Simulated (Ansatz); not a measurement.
Density of states of TiO2 (Pbca, 24 atoms in the cell).

```
CELL_PARAMETERS angstrom
      5.03738     0.00000     0.00000
      0.00000     8.99469     0.00000
      0.00000     0.00000     5.34066
ATOMIC_POSITIONS crystal
  Ti 0.13791 0.37103 0.40258
  Ti 0.86209 0.62897 0.59742
  Ti 0.36209 0.62897 0.90258
  Ti 0.63791 0.37103 0.09742
  Ti 0.63791 0.12897 0.59742
  Ti 0.36209 0.87103 0.40258
  Ti 0.86209 0.87103 0.09742
  Ti 0.13791 0.12897 0.90258
  O  0.46471 0.26971 0.38999
  O  0.53529 0.73029 0.61001
  O  0.03529 0.73029 0.88999
  O  0.96471 0.26971 0.11001
  O  0.96471 0.23029 0.61001
  O  0.03529 0.76971 0.38999
  O  0.53529 0.76971 0.11001
  O  0.46471 0.23029 0.88999
  O  0.81663 0.01048 0.85119
  O  0.18337 0.98952 0.14881
  O  0.68337 0.98952 0.35119
  O  0.31663 0.01048 0.64881
  O  0.31663 0.48952 0.14881
  O  0.68337 0.51048 0.85119
  O  0.18337 0.51048 0.64881
  O  0.81663 0.48952 0.35119
```

Method: PBE, PAW files (plane waves; Ansatz, a first-principles code).

SCF settings: kpoints.mp_grid.grid = 3 2 3; hamiltonian.xc = pbe; hamiltonian.pseudopotentials = {kind: paw} (the program's default PAW files); scf.occupations.method = fixed. Keys of the DOS step: output.dos.nscf_kmesh.grid = 5 3 5.

The starting cell comes from a database of computed structures (which also holds hypothetical and non-ambient phases and stackings), without a prior relaxation at this level. Its lattice was rescaled by a random factor within 2.5 % of one.

Total DOS (both spins), as means of the tabulated values in each energy bin; the zero is the program's Fermi level or highest filled level, and the curve is cut to this window:

(E (eV), states/eV/cell): (-7.75, 0.00); (-7.25, 0.00); (-6.75, 0.00); (-6.25, 0.00); (-5.75, 0.00); (-5.25, 1.85); (-4.75, 24.8); (-4.25, 23.4); (-3.75, 19.2); (-3.25, 17.0); (-2.75, 16.3); (-2.25, 17.1); (-1.75, 20.1); (-1.25, 20.8); (-0.75, 22.7); (-0.25, 8.68); (0.25, 0.00); (0.75, 0.00); (1.25, 0.00); (1.75, 0.00); (2.25, 0.00); (2.75, 4.51); (3.25, 29.4)

The gap on the SCF mesh is 2.47 eV.

Keys are those of Ansatz 0.2.
